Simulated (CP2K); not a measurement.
**Several settings converged on YZnCuP2 (P3m1, 5 atoms in the cell)**

```xyz
5
Lattice="3.9753 0.0000 0.0000 -1.9876 3.4427 0.0000 0.0000 0.0000 6.5642" Properties=species:S:1:pos:R:3 pbc="T T T"
Y      0.0000     2.2951     6.5127
Zn     0.0000     0.0000     2.4715
Cu     1.9876     1.1476     4.1979
P      1.9876     1.1476     1.6850
P      0.0000     0.0000     4.8755
```

Base method: LDA (Pade form), GPW, DZVP-MOLOPT-SR-GTH basis, GTH-PADE potentials (GTH_POTENTIALS) in CP2K.

Base settings: CUTOFF = 600 Ry; REL_CUTOFF = 50 Ry; SMEAR/METHOD = GAUSSIAN; SIGMA = 0.1 eV; KPOINTS/SCHEME = MONKHORST-PACK 3 3 2; GAMMA_CENTERED = T; XC_FUNCTIONAL = PADE; Y/BASIS_SET = DZVP-MOLOPT-SR-GTH; Y/POTENTIAL = GTH-PADE-q11; Zn/BASIS_SET = DZVP-MOLOPT-SR-GTH.

Core times come from one kind of shared machine, to one figure; runs under 30 s give none.

**The cutoff of the density grid**

The second cell is the first with its lattice scaled by 0.98.

The mesh stays at the base's, so the ladder's end is converged at best in this setting alone.

Only quantities that move along the ladder and can be compared are tabulated.

| CUTOFF | energy of the compressed cell less the first (meV/atom) | largest difference of a force vector from the last step's (eV/Å) |
|---|---|---|
| 210 Ry | -25.90 | 0.175 |
| 270 Ry | -25.37 | 0.046 |
| 330 Ry | -25.86 | 0.044 |
| 420 Ry | -25.71 | 0.008 |
| 540 Ry | -25.79 | 0.003 |
| 600 Ry | -25.79 | 0.003 |
| 720 Ry | -25.79 | 0.002 |
| 900 Ry | -25.79 | 0.000 |

Coarsest CUTOFF that holds the forces within 0.01 eV/Å of the last step, with all finer ones: 420 Ry; the step before is off by 0.044 eV/Å.

Coarsest CUTOFF that holds the energy of the compressed cell less the first within 0.2 meV/atom of the last step, with all finer ones: 330 Ry; the step before is off by 0.42 meV/atom.

**The setting rel cutoff**

The second cell is the first with its lattice scaled by 0.98.

The mesh stays at the base's, so the ladder's end is converged at best in this setting alone.

Only quantities that move along the ladder and can be compared are tabulated.

```csv
REL_CUTOFF,free energy less the last step's (meV/atom),energy of the compressed cell less the first (meV/atom),pressure (GPa),largest difference of a force vector from the last step's (eV/Å),core time / last (rough)
20 Ry,-5.32,-24.89,-6.40,0.108,0.5
30 Ry,-0.13,-25.77,-6.63,0.004,0.8
40 Ry,-0.01,-25.79,-6.64,0.000,1.0
60 Ry,0.00,-25.79,-6.64,0.000,1
```

Coarsest REL_CUTOFF that holds the forces within 0.02 eV/Å of the last step, with all finer ones: 30 Ry; the step before is off by 0.11 eV/Å.

Coarsest REL_CUTOFF that holds the energy of the compressed cell less the first within 0.2 meV/atom of the last step, with all finer ones: 30 Ry; the step before is off by 0.90 meV/atom.

Coarsest REL_CUTOFF that holds the pressure within 0.05 GPa of the last step, with all finer ones: 30 Ry; the step before is off by 0.24 GPa.

The energy difference between the two cells stays within 1 meV/atom of the last step's from 20 Ry on, the total only from 30 Ry on: much of the error is common to both cells and cancels.

On the base run: the starting cell comes from a database of computed structures (which also holds hypothetical and non-ambient phases and stackings), without a prior relaxation at this level. Its lattice was rescaled by up to half a per cent. One atom was moved a little off its site on purpose. Spin polarisation is off. Values carry the incompleteness of an atom-centred basis. In the base run, with a pressure of about -7 GPa the cell is away from its equilibrium volume at this level. Without a gap this mesh is coarse (it stands for a supercell whose shortest vector is 12 Å).

Left out of this page: 1 run of the series unsound by tests on forces, stress, charge or solver warnings.
